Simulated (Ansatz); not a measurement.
**How far PBE and r2SCAN part for Ti3Al, pressure 30 GPa**

Base system: Ti3Al (space group P6_3/mmc, No. 194; a = 5.755 Å, c = 4.655 Å).

(Cell as relaxed with PBE.)

Levels (all Ansatz, a program for electronic structure, PAW, earlier PAW set): PBE (420 eV, no SOC); r2SCAN (500 eV, no spin-orbit coupling).

Each level relaxes its own structure.

```
base                         PBE       r2SCAN
-------------------  -----------  -----------
volume per atom         16.69 Å³     16.56 Å³
lattice parameter a  10.876 bohr  10.861 bohr
band gap                    zero         zero
```

Now apply this change: a hydrostatic pressure of 30 GPa.

```json
[
 {"quantity": "band gap", "PBE": "zero", "r2SCAN": "zero"},
 {"quantity": "volume per atom", "PBE": "13.85 Å³", "r2SCAN": "13.83 Å³"},
 {"quantity": "c/a ratio", "PBE": "0.816", "r2SCAN": "0.813"}
]
```

PBE's c/a ratio lies 0.003 above r2SCAN's; the two agree on the band gap. Neither level is exact; r2SCAN is the comparison here, not a measurement.

Load acts through the strain it causes; cell and atoms are relaxed under it. Stability against distortions was not tested. No other phases were tried under pressure. The final runs are not spin-polarised.
